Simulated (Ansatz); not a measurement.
The structure below was relaxed with PBEsol/PAW in Ansatz (a quantum-chemistry and plane-wave program), no spin-orbit coupling.

Space group P6₃/mmc (No. 194); a = 4.341 Å, b = 4.341 Å, c = 7.097 Å, α = 90.00°, β = 90.00°, γ = 120.00°

```csv
atom,site,symmetry,x,y,z
Ba,2d,-6m2,0.6667,0.3333,0.2500
```

### Question
Write out a cell with all atoms.

### Answer
```
Ba
1.0
    4.34137     0.00000     0.00000
   -2.17069     3.75974     0.00000
    0.00000     0.00000     7.09706
Ba
2
Direct
  0.33333   0.66667   0.75000
  0.66667   0.33333   0.25000
```
This is the conventional cell.

No phonon test of stability was made. The cell was made from Y by this change: Y → Ba; the result is a hypothetical phase, not in the database extracts checked.
